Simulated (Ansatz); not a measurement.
The starting structures come from a database of crystals and need not be the phases stable at ambient conditions.

Inside the gap of an insulator the Bloch states are evanescent, with a wavenumber k + iκ along the transport direction.

```
Ag3InO8P2
1.0
    5.23516     0.00000     0.00000
    0.46030     7.44302     0.00000
   -2.22937    -0.18589     4.73310
In Ag P O
1 3 2 8
Direct
  0.00000   0.00000   0.00000
  0.66834   0.32069   0.33166
  0.33166   0.67931   0.66834
  0.00000   0.50000   0.00000
  0.33869   0.20950   0.66131
  0.66131   0.79050   0.33869
  0.75594   0.60709   0.24406
  0.24406   0.39291   0.75594
  0.23736   0.05042   0.76264
  0.76264   0.94958   0.23736
  0.77928   0.79662   0.67026
  0.22072   0.20338   0.32974
  0.67026   0.20338   0.77928
  0.32974   0.79662   0.22072
```

Space group of this cell: C2/m. The cell is taken as given; by r2SCAN its mean pressure is -5.6 GPa.

Transport runs along the normal of the first two printed cell vectors.

No gap correction and no spin-orbit coupling; mid-gap values are interpolated between computed energies.

### Question
State the band gap and the smallest decay constant κ at mid-gap according to r2SCAN run with Ansatz (a quantum-chemistry and plane-wave program).

### Answer
Gap 1.66 eV on a 6×4×6 mesh; κ = 0.277 1/Å, at the zone centre.
